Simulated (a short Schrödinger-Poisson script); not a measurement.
**MOS inversion layer, Al2O3 on p-type Si(100)**

Structure: MOS inversion layer, Al2O3 on p-type Si(100), at 300 K.

| layer | material | thickness (nm) | Na (cm⁻³) |
|---|---|---|---|
| 1 | Al2O3 | 1.6 | - |
| 2 | Si | 270 | 2.5e18 |

The device is made up for the run: typed textbook-type constants, with dimensions and the other settings drawn at random. Al2O3: permittivity 9, conduction-band edge (eV) 2.7, gap (eV) 6.8, electron mass (mₑ) 0.3. Si: permittivity 11.7, conduction-band edge (eV) 0, gap (eV) 1.124, Nv at 300 K (cm⁻³) 3.1e19.

Channel valleys (confinement mass, in-plane density-of-states mass, number): Δ2 0.916, 0.19, 2; Δ4 0.19, 0.417, 4. At the gate the conduction-band edge of layer 1 lies 2.73 eV − eVg above the Fermi level of the channel; the field vanishes at the back. Gaps are held at their typed values at every temperature. Mesh 0.03 nm at interfaces.

From a short Schrödinger-Poisson script (our own, NumPy): 1D Poisson equation in equilibrium, electrons quantum, Hartree (BenDaniel-Duke, 12 states a valley, the channel's in-plane mass for all, wave functions free to enter the dielectric), parabolic valleys, classical holes, full ionisation, no traps, pinning or gate leakage.

| Vg (V) | electrons (cm⁻²) | C (μF/cm²) | Δ2 E0 (meV) | Δ2 E1 (meV) | Δ4 E0 (meV) | Δ4 E1 (meV) |
|---|---|---|---|---|---|---|
| 0.05 | 5.34e7 | 0.442 | 296.0 | 403.4 | 375.0 | 548.6 |
| 0.1 | 2.80e8 | 0.433 | 252.9 | 362.4 | 333.3 | 510.6 |
| 0.15 | 1.48e9 | 0.429 | 209.7 | 321.2 | 291.3 | 472.2 |
| 0.2 | 7.79e9 | 0.450 | 166.5 | 280.0 | 249.4 | 433.7 |
| 0.25 | 3.97e10 | 0.583 | 124.2 | 239.5 | 208.3 | 395.9 |
| 0.3 | 1.73e11 | 1.04 | 85.6 | 203.0 | 171.0 | 361.7 |
| 0.35 | 5.29e11 | 1.76 | 55.6 | 175.2 | 142.5 | 335.8 |
| 0.4 | 1.12e12 | 2.31 | 34.6 | 156.6 | 123.1 | 318.7 |
| 0.45 | 1.87e12 | 2.64 | 19.3 | 143.8 | 109.7 | 307.2 |
| 0.5 | 2.70e12 | 2.85 | 7.4 | 134.5 | 99.6 | 298.9 |
| 0.55 | 3.60e12 | 2.99 | -2.6 | 127.2 | 91.5 | 292.5 |
| 0.6 | 4.54e12 | 3.09 | -11.2 | 121.2 | 84.7 | 287.3 |
| 0.65 | 5.50e12 | 3.16 | -19.0 | 116.2 | 78.8 | 283.0 |
| 0.7 | 6.49e12 | 3.22 | -26.1 | 111.8 | 73.5 | 279.3 |
| 0.75 | 7.50e12 | 3.28 | -32.7 | 107.9 | 68.7 | 276.1 |
| 0.8 | 8.53e12 | 3.32 | -39.0 | 104.4 | 64.2 | 273.3 |
| 0.85 | 9.57e12 | 3.36 | -45.0 | 101.2 | 60.1 | 270.7 |
| 0.9 | 1.06e13 | 3.39 | -50.7 | 98.3 | 56.2 | 268.5 |
| 0.95 | 1.17e13 | 3.42 | -56.1 | 95.7 | 52.5 | 266.4 |
| 1 | 1.28e13 | 3.45 | -61.4 | 93.2 | 49.0 | 264.6 |
| 1.05 | 1.38e13 | 3.48 | -66.6 | 91.0 | 45.7 | 263.0 |

Subbands count from the Fermi level.
